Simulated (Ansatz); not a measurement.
The starting structures come from a database of crystals and need not be the phases stable at ambient conditions.

```
Cd2SSe
1.0
    4.29765     0.00000     0.00000
    0.00000     7.00787     0.00000
    2.14883     0.00000     3.72187
Cd Se S
2 1 1
Direct
  0.00000   0.50977   0.00000
  0.33333   0.99036   0.33333
  0.33333   0.37425   0.33333
  0.00000   0.87762   0.00000
```

Space group of this cell: P3m1. The cell is taken as given; by LDA its mean pressure is -4.8 GPa.

Transport runs along the normal of the first two printed cell vectors, the (100) plane of the conventional cell.

The gap is the functional's own, uncorrected, and κ follows it; spin-orbit coupling is left out. Mid-gap values are interpolated between the computed energies.

Problem. Predict the band gap and the smallest decay constant κ at mid-gap from LDA in Ansatz (a program for electronic structure).

Solution. Gap 0.41 eV on a 8×4×8 mesh; κ = 0.038 1/Å, at the zone centre.
